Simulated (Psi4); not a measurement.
Psi4 1.11, B3LYP/def2-svpd: C[SiH2][Si@](C)(N)F, 16 atoms. The geometry is a generated start, not checked to be a minimum at this level.

```json
{
  "task": "gradient",
  "method": "b3lyp",
  "basis": "def2-svpd",
  "memory": "7 GB",
  "scf_type": "df (default)",
  "guess": "auto, which took SAD (default)",
  "diis_max_vecs": "10 (default)",
  "scf_initial_accelerator": "adiis (default)",
  "e_convergence": "1e-08 (default)",
  "d_convergence": "1e-08 (default)",
  "basis functions (reference run)": "211",
  "grid points (reference run)": "2897719"
}
```

```xyz
16

C      2.2172    -1.0390    -0.3496
Si     1.0933     0.2495    -1.0510
Si    -0.6702     0.6011     0.4304
C     -1.6210    -0.9659     0.6368
N     -1.6990     1.8847    -0.0232
F     -0.1066     1.0434     1.8643
H      1.6945    -1.9895    -0.2035
H      2.6262    -0.7298     0.6173
H      3.0615    -1.2267    -1.0203
H      0.5753    -0.2023    -2.3722
H      1.8438     1.5189    -1.2638
H     -2.0616    -1.2975    -0.3089
H     -2.4381    -0.8403     1.3544
H     -0.9829    -1.7745     1.0071
H     -2.3793     2.0234     0.7216
H     -1.1530     2.7445    -0.0394
```
Charge 0, spin multiplicity 1.

The reference run has dft_radial_points = 200, dft_spherical_points = 974, dft_pruning_scheme = none (default); it is not itself proven converged. Each setting ran once; only counts and results are compared.

Settings tried, all else as in the reference:
- dft_radial_points = 99, dft_spherical_points = 590
- dft_radial_points = 50, dft_spherical_points = 194
- dft_radial_points = 75 (default), dft_spherical_points = 302 (default), dft_pruning_scheme = treutler
- dft_radial_points = 25, dft_spherical_points = 50
- dft_radial_points = 75 (default), dft_spherical_points = 434
- dft_radial_points = 150, dft_spherical_points = 770
- dft_radial_points = 75 (default), dft_spherical_points = 302 (default)
- dft_radial_points = 99, dft_spherical_points = 590, dft_pruning_scheme = treutler
- dft_radial_points = 35, dft_spherical_points = 110
- dft_radial_points = 99, dft_spherical_points = 590, dft_pruning_scheme = robust
- dft_radial_points = 75 (default), dft_spherical_points = 302 (default), dft_pruning_scheme = robust

**Question.** Which of these stay within 10 meV/atom in energy, 100 meV/Å in forces (largest component) of the reference run?

**Answer.** Within it: dft_radial_points = 150, dft_spherical_points = 770; dft_radial_points = 99, dft_spherical_points = 590, dft_pruning_scheme = robust; dft_radial_points = 99, dft_spherical_points = 590; dft_radial_points = 75 (default), dft_spherical_points = 434; dft_radial_points = 75 (default), dft_spherical_points = 302 (default); dft_radial_points = 75 (default), dft_spherical_points = 302 (default), dft_pruning_scheme = robust; dft_radial_points = 50, dft_spherical_points = 194; dft_radial_points = 99, dft_spherical_points = 590, dft_pruning_scheme = treutler; dft_radial_points = 75 (default), dft_spherical_points = 302 (default), dft_pruning_scheme = treutler; dft_radial_points = 35, dft_spherical_points = 110. Outside: dft_radial_points = 25, dft_spherical_points = 50.

```json
[
 {"setting": "the reference", "grid points": "2897719", "energy against the reference": "—", "difference in forces (largest component)": "—"},
 {"setting": "dft_radial_points = 150, dft_spherical_points = 770", "grid points": "1728809", "energy against the reference": "under 0.001 meV/atom", "difference in forces (largest component)": "0.26 meV/Å"},
 {"setting": "dft_radial_points = 99, dft_spherical_points = 590, dft_pruning_scheme = robust", "grid points": "613756", "energy against the reference": "under 0.001 meV/atom", "difference in forces (largest component)": "0.65 meV/Å"},
 {"setting": "dft_radial_points = 99, dft_spherical_points = 590", "grid points": "877712", "energy against the reference": "under 0.001 meV/atom", "difference in forces (largest component)": "0.65 meV/Å"},
 {"setting": "dft_radial_points = 75 (default), dft_spherical_points = 434", "grid points": "491558", "energy against the reference": "−0.0032 meV/atom", "difference in forces (largest component)": "1.8 meV/Å"},
 {"setting": "dft_radial_points = 75 (default), dft_spherical_points = 302 (default)", "grid points": "342332", "energy against the reference": "+0.0046 meV/atom", "difference in forces (largest component)": "9.4 meV/Å"},
 {"setting": "dft_radial_points = 75 (default), dft_spherical_points = 302 (default), dft_pruning_scheme = robust", "grid points": "234564", "energy against the reference": "+0.0044 meV/atom", "difference in forces (largest component)": "9.5 meV/Å"},
 {"setting": "dft_radial_points = 50, dft_spherical_points = 194", "grid points": "148986", "energy against the reference": "−0.19 meV/atom", "difference in forces (largest component)": "19 meV/Å"},
 {"setting": "dft_radial_points = 99, dft_spherical_points = 590, dft_pruning_scheme = treutler", "grid points": "456700", "energy against the reference": "−0.39 meV/atom", "difference in forces (largest component)": "40 meV/Å"},
 {"setting": "dft_radial_points = 75 (default), dft_spherical_points = 302 (default), dft_pruning_scheme = treutler", "grid points": "188100", "energy against the reference": "−0.34 meV/atom", "difference in forces (largest component)": "42 meV/Å"},
 {"setting": "dft_radial_points = 35, dft_spherical_points = 110", "grid points": "59314", "energy against the reference": "−1.5 meV/atom", "difference in forces (largest component)": "53 meV/Å"},
 {"setting": "dft_radial_points = 25, dft_spherical_points = 50", "grid points": "19358", "energy against the reference": "+32 meV/atom", "difference in forces (largest component)": "290 meV/Å"}
]
```

Total energies are compared; such shifts often cancel in part in energy differences. The gradients leave out the derivatives of the grid weights. The tolerance is a choice made for this comparison.
